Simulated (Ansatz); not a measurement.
Levels about the gap of amorphous Si27N40B4 (71 atoms in a cell of 783 Å³, 2.89 g/cm³; zone centre alone, so wide bands show as single levels with stretches between that a denser mesh fills), at the geometry that PBE relaxed, where it gives 1.1 GPa on a denser mesh. Exact exchange is cut at the faces of this small cell, which leaves a finite-size error. The participation number counts the atoms over which a state spreads; weights are charges in smoothed Voronoi cells. The levels come from a single point, so bond lengths are those of that geometry. Method of the levels: HSE06, scalar-relativistic without spin-orbit coupling (Ansatz, a first-principles code). Sampling: the zone centre alone; Fermi-Dirac width 0.01 eV; collinear spin, started from moments on atoms (the moments died out). At PBE the levels at the filled edge of the gap are localised (band-tail or defect states), and the nearest spread-out levels lie 2.9 eV apart at the zone centre.

The cell was made by melting and quenching with the CHGNet potential and then relaxed with DFT. N atoms were pushed apart under 1.9 Å during the dynamics, to hinder bonds among them. The hot cell started wider than the set density and was brought back towards it in steps. It is the lowest in DFT energy of 2 quenches. It is a model cell: composition and starting density were chosen by hand, and all elements were melted together. No dispersion term was used. Its density started from a set value of 2.89 and ended at 2.89 g/cm³. The simulated quench (nominally 450 K/ps over its main leg) is rapid and tends to freeze in more defects than a deposited or slowly cooled glass has. One small periodic cell is one sample of the glass; other quenches scatter about these values. The volume was held where the preparation left it and the shape relaxed, at a PBE pressure of 1.1 GPa. Stress components on the final sampling reach 1.1 GPa.

```
E - E(highest filled), eV  filling  spin  participation number        largest on  weight N  weight Si  weight B
-------------------------  -------  ----  --------------------  ----------------  --------  ---------  --------
-0.60                       filled    dn                  10.6   N, 2 neighbours      0.89       0.10      0.01
-0.50                       filled    dn                  10.0   N, 3 neighbours      0.88       0.10      0.02
-0.50                       filled    up                  10.0   N, 3 neighbours      0.88       0.10      0.02
-0.45                       filled    up                   7.7   N, 2 neighbours      0.88       0.10      0.02
-0.45                       filled    dn                   7.7   N, 2 neighbours      0.88       0.10      0.02
0.00                        filled    dn                   6.6   N, 3 neighbours      0.88       0.09      0.03
0.00                        filled    up                   6.6   N, 3 neighbours      0.88       0.09      0.03
3.60                         empty    up                  23.1  Si, 4 neighbours      0.47       0.42      0.11
3.60                         empty    dn                  23.1  Si, 4 neighbours      0.47       0.42      0.11
4.01                         empty    up                  10.7  Si, 4 neighbours      0.41       0.56      0.03
4.01                         empty    dn                  10.7  Si, 4 neighbours      0.41       0.56      0.03
4.10                         empty    up                  24.4   B, 3 neighbours      0.40       0.36      0.24
4.10                         empty    dn                  24.4   B, 3 neighbours      0.40       0.36      0.24
4.51                         empty    up                  19.3  Si, 4 neighbours      0.43       0.41      0.16
```

Most localised among these is the filled level at -0.00 eV, on a N atom, which has 3 neighbours (B 1.46 Å, Si 1.69 Å, Si 1.95 Å).
